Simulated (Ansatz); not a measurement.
Amorphous Si-Ge, 512 atoms, melt quenched at 10 K/ps

Prepared with Tersoff's 1989 multicomponent potential (SiCGe.tersoff) in LAMMPS: melt at 4000 K, cooled from 2800 to 500 K at 10 K/ps at fixed volume, minimised. Geometry as solved with PBE, support functions at accuracy medium on the grid of 370 eV run with Ansatz (an electronic-structure program).

The relaxation was stopped after a set number of steps, with force components up to 0.367 eV/Å left.

```xyz
512
Lattice="22.24 0.00 0.00 0.00 22.24 0.00 0.00 0.00 22.24" Properties=species:S:1:pos:R:3 pbc="T T T"
Si     4.17     8.67     6.21
Si     7.10    18.66    21.20
Si    20.59     6.15     0.73
Ge     4.55    22.26    11.84
Si    14.52    16.30     4.72
Si    21.36     1.61    10.51
Si    21.97     3.10     3.43
Ge     1.31    10.53     6.52
Si    21.20    15.95    19.57
Si    12.84    12.31     0.03
Si    15.49    19.27    14.47
Si     1.74     4.18    17.39
Si    18.39     5.87    17.80
Si     8.60    20.67    10.97
Si     5.82     3.31    18.08
Si     8.71    15.25     1.69
Si     2.04    10.57     2.61
Si    10.90     7.63     9.15
Ge     1.13    17.15    20.18
Si     0.77     6.24    10.09
Si     3.97     6.56     3.18
Si     9.96     4.08    15.60
Si     4.26     8.07    21.55
Ge     6.09     0.19     2.63
Si     8.54    15.81    20.16
Si    16.42    11.95    21.15
Si    21.24     1.64    12.87
Si    14.71    18.80    21.65
Si    15.92    13.40    14.15
Ge    11.89     0.85     9.24
Si    20.11    14.90    21.36
Si     7.79     6.93    18.22
Si     6.19     9.54    15.20
Si    18.67     6.63    11.12
Si    17.55    19.43     8.13
Si     6.83    21.60    16.96
Si    11.72    17.94    19.57
Si     3.07     4.16     2.10
Si    20.85    21.58    13.52
Ge     8.82    11.64     4.29
Si    14.37     0.62    18.33
Si     7.23    13.40    16.69
Ge    10.02    17.10     6.33
Si    15.73    11.81    16.15
Si     8.65     7.58     8.33
Ge     3.55     4.58    12.50
Ge    21.29     8.95    15.04
Si    17.36    20.51    13.97
Si     7.78     4.26     2.72
Si    16.59     9.18     7.38
Si     6.33     9.41    22.28
Ge     0.35     8.38     7.22
Si     4.41     8.16    14.26
Si     8.00     4.49    21.15
Si     3.00     6.25     9.33
Si    21.64     1.03    17.23
Si    12.89     3.17    20.30
Si    14.52     6.25    17.18
Si     8.23     0.73    10.75
Si     3.57    12.92    21.70
Si     2.51    17.42     1.09
Si     5.29     6.73     1.15
Si    19.48     2.42     0.78
Si     4.00    20.16    14.97
Si    17.58     2.79    11.76
Si     9.66    20.91    18.50
Ge    18.91    20.09    10.16
Si    12.09    16.52     0.80
Si    20.86     8.33     1.73
Si     6.49     1.99    13.78
Ge     3.11    14.22    14.08
Ge    18.76     1.09     3.91
Si    12.36    19.01    10.26
Si    15.65    16.63    11.18
Ge    11.79     0.95    11.77
Si     8.64    13.94     5.13
Ge    19.92    18.77     5.55
Si    17.26    21.32    20.06
Si     6.55     8.83    17.46
Si     0.64    19.31    11.03
Ge    20.02    19.94     1.60
Si    18.70    15.82     8.45
Si    12.39    15.55     9.39
Si     0.75    14.58    14.42
Si    13.96    20.75    13.47
Si    13.17    10.86    15.81
Si     9.00     8.10     5.35
Si    20.91    19.99    18.46
Ge     2.14    21.61    14.32
Ge    15.75    11.49     7.09
Ge    18.21     6.12     1.23
Si     9.49     7.05     1.23
Si    18.90     7.00    19.81
Ge     9.27    19.92     8.77
Si     6.84    19.33    11.83
Si     0.96     6.87    20.13
Si     3.39    17.19     6.81
Si    17.30     5.95    21.24
Si    22.16    10.89    21.42
Si     1.86     2.19     2.70
Ge    -0.05    14.21    18.16
Ge     7.95    21.07     7.03
Si    12.40     5.46    20.89
Si    15.83     5.48     8.93
Si    17.49    16.53     1.50
Si    16.33    15.74    16.95
Si    13.87    21.07    21.99
Si    21.06     0.95     3.11
Ge     2.16     5.43     5.48
Si    15.45    20.37     8.60
Si     7.29     7.90     1.62
Si    19.29    19.78    12.95
Si    21.48    17.53     6.98
Si    15.26     2.63     1.67
Si    15.79     1.95    13.10
Si    16.72     8.07     4.18
Ge     4.21    14.52    10.35
Si     2.07    18.45    18.40
Si    10.12    16.67    12.47
Si     8.40    18.83     2.62
Si     5.39    19.17     0.51
Si     4.40     7.89    17.80
Si     1.27     0.68    10.36
Si     2.49     0.16     1.64
Si     8.44    20.57    20.61
Si    13.69    20.78    17.54
Si    13.92     4.10     9.19
Si    12.17    10.14     6.92
Si    18.13     1.93    17.62
Ge     3.86    12.01     1.62
Si     0.72    15.67    16.46
Si     3.04    10.97    11.80
Si     8.14    19.57    17.25
Si     6.20     2.05     8.02
Si     5.82     3.45     9.90
Si    19.66     7.41     9.15
Ge     8.57     0.41     5.15
Si    19.22    20.11    16.83
Ge    11.39    19.42     4.07
Si     3.84    16.81    11.22
Ge     0.11    21.56     4.25
Si    15.31    13.58     2.60
Ge     0.66    18.70    14.96
Si     9.70     2.39    11.66
Si    11.13    14.64    17.76
Si     9.86     5.55     3.03
Si    12.43    11.85     8.55
Si     2.39     0.98    12.49
Si    11.41     9.03    12.86
Si     5.28    12.45     6.97
Si     9.85    10.32     6.12
Si     6.27     5.51     6.44
Si     3.77    21.12     5.75
Si     7.05     7.25     9.98
Si    17.06    19.36    21.43
Ge    16.75    20.36    11.56
Si    17.01     3.92    18.07
Si    15.04     2.56    21.46
Si     3.35    10.00    19.87
Si     1.15    11.38    10.47
Si    17.48    21.44     4.68
Si    10.83     8.77     2.17
Si     2.53    11.08     8.63
Si    19.31    11.13     5.29
Si     4.92     6.65    12.51
Si     3.78    12.65    15.85
Si     9.33     7.79    19.86
Si    14.33     0.39    12.03
Si    20.23     0.11     7.32
Si     1.42     4.88    13.65
Si    20.71    15.09     2.84
Si    19.74     0.19     9.62
Si     5.66    17.56    19.51
Si    18.06     4.79     3.23
Ge    18.60    10.88    21.56
Si    17.20    17.17     7.17
Ge    13.46    22.28    15.32
Si    15.21     8.51    10.63
Si    12.89     6.73    15.58
Si    15.77    17.14    13.56
Si    13.75    11.63    18.03
Ge    10.27    20.30    22.20
Si    16.84     3.81    20.43
Ge    18.76    12.49    17.26
Si     0.48     8.70    13.07
Si     8.98    19.32    15.07
Si    18.79     9.74     1.49
Ge    16.73    19.41     3.49
Ge     6.77    14.28    20.74
Si    10.96     5.95    10.83
Si     7.96     9.19    13.73
Ge    11.09    18.41    15.72
Si     2.59     9.62    13.73
Si    11.57    20.67     8.73
Si     6.38     4.01     4.63
Ge     4.44     0.34     8.23
Si     2.59     9.37    17.74
Si    12.40    15.04     4.46
Si    12.44     4.98     7.58
Si    17.49     8.70    11.15
Si     4.48     3.43     0.44
Si    15.60    10.70    19.29
Si     4.73     7.63    10.30
Ge     9.12    17.41     8.61
Si     2.28    10.80    15.81
Si    16.14    11.30    12.89
Si     7.26    14.55    12.59
Si    14.98     3.82    14.32
Si     0.50     3.67     5.72
Si    14.02    17.38    19.85
Ge    12.55    14.71    21.44
Si    10.73    17.96    21.77
Si     7.14     8.56     3.90
Si     6.19    11.39     1.46
Ge    19.25     2.03     6.19
Si     4.09    17.36     4.57
Ge     4.05    20.56    21.17
Si    11.54    20.62    16.58
Si     6.56     5.21    19.35
Si    20.33     4.97     3.96
Si     8.12    17.10    18.07
Si    14.32    15.03    19.86
Si     3.99    13.02    12.23
Si    16.58     5.77     4.84
Si    14.13     1.71     8.78
Si    11.04     0.39    15.50
Si    11.88    20.26    19.11
Si    20.42     5.30    16.61
Si    17.01     5.00    11.04
Si    19.50     5.94     7.30
Si     4.79    16.91     0.91
Si    17.37    13.35     3.74
Si    18.99    13.60     7.71
Si     5.01     0.70     4.77
Si     0.62    18.00     4.20
Si     0.47     2.76    21.51
Ge     4.61     1.10     0.92
Si     4.56     3.22    14.31
Si     7.41     5.04    10.62
Si     2.77     3.37    20.91
Ge     3.42    13.32     8.28
Si     1.83    20.76     9.57
Si     5.15     0.43    20.95
Ge    14.59    18.34     9.70
Ge     7.26    13.85     7.18
Si    17.67     2.65     2.34
Ge    19.86    11.34    11.41
Si     4.01    13.72     3.33
Si    13.88    11.07     5.55
Si    12.63    11.04    12.19
Si    15.44    19.34    16.90
Si    21.37    16.92    15.22
Si     8.59    17.06    -0.05
Si    16.81    12.85    10.76
Ge     4.16    19.43    18.99
Si    10.90    12.31    20.77
Si     1.46     6.68     3.55
Si    13.78    16.81     8.02
Si     2.76    16.83    16.91
Ge     9.64    13.16    16.56
Ge    17.66     1.50     9.68
Ge     0.74    15.77     9.61
Si     2.62    15.06    21.04
Si    21.79     9.82    11.15
Si    21.85     8.14     9.48
Si    20.12    17.38    12.53
Si    19.31     2.87    13.52
Si     6.59    16.19    14.15
Ge    17.25     9.30    15.90
Si    20.23     6.63    12.86
Si    14.29    19.38     2.91
Si    21.30    13.42     7.46
Si     4.53     6.51    19.71
Si     7.07    22.13    14.64
Si     2.52     7.15     7.16
Si    10.13     4.37     7.80
Si     7.77    10.53    18.69
Si    10.89    17.12    10.27
Si    14.72     8.82    20.41
Si    21.18    19.55     3.72
Si    13.33    21.31     2.05
Si    13.41    13.99    17.90
Ge     4.06     1.96    19.37
Ge    14.45    20.62     6.33
Si    13.79    16.05    14.18
Ge    13.55     3.67     5.83
Si    17.34     2.73     7.47
Si     7.45     0.52    20.63
Si     2.65     1.96     8.91
Si    10.92     9.86    15.96
Si     8.58     6.99    14.07
Si    14.29     5.43     4.38
Si    20.70    18.51    10.55
Si     3.07     2.01     4.76
Si     5.66    20.72    13.38
Si     9.78    13.33    10.24
Si    17.28     5.09     7.09
Si    11.70     5.10    14.38
Ge    11.79    10.64    19.19
Ge    21.15    11.96    17.76
Si    19.14    15.18    12.21
Si    10.36     9.32    10.70
Si     6.58    10.88     3.76
Ge    20.60    22.42     0.87
Si    12.90    10.00    21.38
Si     3.28     0.69    17.42
Si    17.85    15.73    21.51
Ge    10.91     0.80     5.71
Si    14.95     3.96    16.79
Si    12.80     8.54     0.96
Si    11.82    21.67    21.02
Si    15.41     0.27     5.13
Si    10.46    21.10    12.34
Ge     8.11    17.88    13.30
Si     3.55     4.01    10.01
Ge     4.23    16.44    13.59
Si    20.80    16.78     9.02
Si     9.93    20.64     2.31
Si    17.12    20.72    17.75
Si     5.52     7.23     4.96
Si     5.62    10.12     7.65
Si     6.76    12.63    18.91
Si     3.00    10.23     4.81
Si     0.55     8.36    18.37
Si    12.21    19.55    12.53
Si    15.36    15.98     2.43
Ge     8.57     0.36     2.70
Si    15.98     5.64    13.09
Si    12.61    12.41    14.10
Si     8.18     9.67    20.83
Ge    12.34     2.20     4.26
Si     7.65    15.72     3.78
Si    11.05     2.33    16.86
Ge    13.42    12.89     3.98
Si     1.17    18.82    22.00
Ge    17.92    17.53     4.88
Si    10.02    11.00     2.23
Si    11.96    17.50    13.70
Si    21.39    12.88    14.25
Ge    10.25    12.84    14.14
Si     5.96    11.93    15.21
Si    10.51    14.48    20.00
Si    21.64    11.81     5.73
Si    15.79    17.54    18.35
Ge     5.29    15.81     3.12
Ge     7.42     1.36    18.31
Ge    19.23    16.54    18.21
Si    20.23    21.98    15.75
Ge    13.11     4.99    11.29
Si     0.29     6.45    12.34
Ge    14.18    14.55    10.67
Si     1.64     1.90     6.71
Si     2.53     5.20    19.46
Si     1.89    13.63    19.32
Si     1.92     7.64    22.15
Si    22.29     0.38    21.33
Si    15.11     9.88    14.63
Si    20.51     4.14     6.20
Si    22.16    11.15    15.67
Si    21.21    18.34     0.29
Si     4.66    11.96     4.79
Si     1.73     5.89    15.79
Ge    13.81     4.61     2.14
Si    -0.07    16.21    12.89
Si    18.92     0.76    19.57
Si     8.12     0.86     8.43
Ge     6.22    12.40    12.82
Si     9.89    10.45    13.99
Si     6.57    14.75    10.36
Si     4.02     6.55    15.95
Si     8.86     2.25    21.56
Si     7.58    13.23     0.58
Ge    20.98     6.03    20.59
Si    19.09     8.42    14.11
Ge    10.57    16.99    17.65
Si    11.01     7.64    16.59
Ge     7.95     9.09    11.30
Ge    11.97    20.81     6.28
Si     9.56    14.38    12.38
Ge    11.38     3.71     2.51
Si    15.04    12.00     0.84
Ge     9.96     6.01    21.33
Si    17.51    16.53    15.10
Si    15.20     2.06     6.69
Si     7.05    16.04     8.46
Ge    12.22    18.12     6.65
Si    18.05    14.47    14.15
Ge    18.53    11.78     9.33
Ge    17.51    15.25    10.45
Si    10.65    14.81     6.03
Si     6.23     1.67    11.46
Ge    11.78    12.61     2.14
Ge     2.78     2.50    15.82
Si    13.96    18.57     5.06
Si     0.24    -0.02     6.54
Si    21.35    10.02    19.33
Si     3.02    18.03    14.94
Si     5.51    17.79     7.96
Si    13.23     2.67    17.91
Si    13.93    14.03    13.03
Ge     5.69     4.71    15.85
Si    21.06     3.68    19.96
Si     6.86    15.72    16.46
Si     7.99     9.59     7.32
Si     6.79    19.03     6.34
Ge     7.61    12.77     9.45
Si    10.97     1.64    20.53
Si    21.54     3.89     1.15
Si    15.68     7.42    22.03
Si    14.06    17.61     1.37
Si     9.83     1.12    18.46
Ge     3.93    13.49    18.12
Si    14.98     7.69     8.43
Ge     1.34     5.69     1.37
Si    17.62     6.45    14.53
Si     1.35    18.44     6.47
Ge    12.84     3.37    13.19
Si     0.64    19.82    17.15
Si     4.60    21.00    17.13
Si    13.10     7.38     5.04
Si     8.59     5.99     6.64
Ge    13.43     7.03    19.28
Ge    20.40     7.75     5.93
Si     1.29    22.05    16.62
Si    15.42    15.58     6.85
Si     4.72    11.92    19.83
Si    18.77     1.52    15.38
Si    20.79    13.43    11.96
Si     9.87    11.03    17.67
Si     1.79    20.60     7.19
Ge    20.46    12.54    21.98
Si     1.74    14.25     3.11
Si    22.20    15.33     6.43
Si    14.68    10.76    11.11
Si     5.17    18.64    10.21
Ge    18.47    15.54     3.46
Si    13.65     6.37     0.47
Si    22.03     7.12    16.49
Si    10.90     7.45     4.10
Ge     8.48     3.35    13.72
Ge    11.15    13.90     8.25
Si    16.70     7.03    16.62
Si    15.56     0.15     9.94
Si    18.23     9.38     9.01
Ge     2.59    18.57     3.13
Si    12.75     7.52     7.47
Si     0.50    20.28    13.19
Si    16.93     8.28     1.77
Si    20.71    12.81     2.16
Si     1.80    21.13    21.97
Si    17.77    14.47    18.29
Si    11.15    11.49    10.47
Si     4.45    10.03     9.98
Si    17.63    12.68     6.03
Si    14.57     9.16     4.34
Si     8.29    17.85     4.80
Ge    22.22    13.44     9.93
Si    18.30     9.03     5.66
Si    17.57    10.50    18.02
Si    17.84    18.91     1.40
Ge     1.38    15.30     0.91
Si    21.32     7.18     3.78
Si    18.90    11.61     3.02
Ge     4.83    15.86    17.76
Ge    16.75     0.46    14.67
Si    14.54    14.64    15.95
Si     6.55    11.00    10.77
Si     9.55     4.26    10.14
Si     6.72     1.97     5.73
Si    10.64     6.72    13.01
Si    18.77    20.64     6.52
Si     1.92    11.69    20.62
Si     0.65     9.39     0.95
Ge    10.21     1.93     7.76
Si    21.29    16.02     0.79
Ge    20.40    18.32    20.16
Si    19.30    17.81    16.05
Si     1.53    17.18    11.42
Si    14.18     0.98     3.16
Si     0.27    15.67     4.18
Si    17.70    17.58    19.97
Si    21.67     3.46    17.65
Ge     0.43    12.23     3.44
Si     5.14    19.41     4.81
Si    16.52    14.19    20.33
Si     4.00     4.18     4.35
Si     6.48     4.74     0.73
Si    18.97     2.77    20.76
Si     9.31    21.54    14.31
Si     1.12     2.51    13.83
Ge     9.17    11.46    -0.01
Si    19.06     9.42    19.61
Ge     2.46    21.02     3.62
Si    14.72    12.33     9.26
Si    11.39     8.26    18.79
Ge    14.76     9.73     1.93
Si     4.13    20.81     9.96
Si    18.28    10.26    12.84
Ge     9.24     2.52     1.73
Si    14.32     6.96    12.15
Si    21.11    22.21    19.29
Si    19.10    12.53    14.85
Si    16.34     0.56    17.05
Si    11.08    15.01     2.35
Ge     2.11    15.30     7.53
Ge     6.19    19.95     2.67
Si    13.47     8.24    13.90
Si    19.52     5.04    14.42
Ge    15.24     0.31    20.59
Ge     7.11     5.44    13.00
Si     4.86    15.88    21.04
Ge     9.06     6.22    16.32
```
